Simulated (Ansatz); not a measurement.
**The (110) surface of fcc Al in its 1x1 cell, outermost plane spacing 1.43 Å in the ideal cut**

The numbers are results of PBE (plane waves to 420 eV, PAW; Ansatz, a quantum-chemistry and plane-wave program), not measurements.

Set-up: 10 atoms, 12.9 Å thick at the start; mesh 13x9x1; 0.1 eV smearing; dipole correction on; all atoms relaxed; symmetry of the start imposed; no spin, no spin-orbit, no U.

```
Item                                                                  Value
-----------------------------------  --------------------------------------
surface energy (mean of both faces)                               0.99 J/m²
surface energy before relaxation                                  1.01 J/m²
work function of the top face                                       4.08 eV
energy released by relaxation                                      0.023 eV
cost                                 about 80 core-seconds (a rough figure)
```
